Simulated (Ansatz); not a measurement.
**Response to strain in KTaO3**

Start from KTaO3 in the cubic perovskite structure (space group Pm-3m, No. 221; a = 3.952 Å). Axes: x, y, z lie along the cube axes.

Strains are applied to the cell and any free atomic positions relax.

Computed with Kohn–Sham DFT with the LDA functional, run in Ansatz (a first-principles code) with PAW and 420 eV plane waves, no spin-orbit coupling.

Notes on the quantities. energy relative to the base: free energy F.

```json
[
 {"case": "base", "energy relative to the base": "0 meV/atom", "volume per atom": "12.34 Å³", "smallest direct gap": "2.73 eV"},
 {"case": "uniaxial strain ε_zz = −3.00 %", "energy relative to the base": "+19 meV/atom", "volume per atom": "11.97 Å³", "smallest direct gap": "2.69 eV"},
 {"case": "uniaxial strain ε_zz = −2.40 %", "energy relative to the base": "+12 meV/atom", "volume per atom": "12.05 Å³", "smallest direct gap": "2.70 eV"},
 {"case": "uniaxial strain ε_zz = −1.80 %", "energy relative to the base": "+6.6 meV/atom", "volume per atom": "12.12 Å³", "smallest direct gap": "2.71 eV"},
 {"case": "uniaxial strain ε_zz = −1.20 %", "energy relative to the base": "+2.9 meV/atom", "volume per atom": "12.20 Å³", "smallest direct gap": "2.72 eV"},
 {"case": "uniaxial strain ε_zz = −0.60 %", "energy relative to the base": "+0.7 meV/atom", "volume per atom": "12.27 Å³", "smallest direct gap": "2.72 eV"}
]
```

Spin-orbit coupling, missing from the scalar runs, can matter with Ta. Stability against distortions was not tested.
